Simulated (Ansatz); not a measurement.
A O vacancy (surface) in a 3x3 cell of the 1x1 (100) surface of rock-salt MgO (cut with top plane Mg + O)

Host crystal: rock-salt MgO, with a band gap (PBE, scalar-relativistic without spin-orbit coupling).

Calculation: HSE06, at the PBE geometry and the start's symmetry (plane waves to 420 eV, PAW; Ansatz, a first-principles code).

Model: 71-atom slab, 6.4 Å thick at the start (thin: gaps and levels are the slab's own), 2x2x1 mesh, Fermi-Dirac 0.01 eV, dipole correction, single point; on the structure that PBE left under its start's symmetry; spin-polarised from one start with parallel moments (other orders not tried), no spin-orbit, no U. The starting moment vanished. The program's check for a lower electronic state was not made.

```json
{
  "formation energy against ½ O2(g) at the same level": "6.22 eV",
  "gap_of_the_slab_on_its_k_mesh": "1.66 eV",
  "highest_filled_level_below_the_top_vacuum_level": "3.27 eV",
  "change_of_the_step_from_the_bottom_to_the_top_vacuum_level_against_the_clean_slab": "0.46 eV",
  "magnetic_moment_of_the_cell": "0.00 μB"
}
```
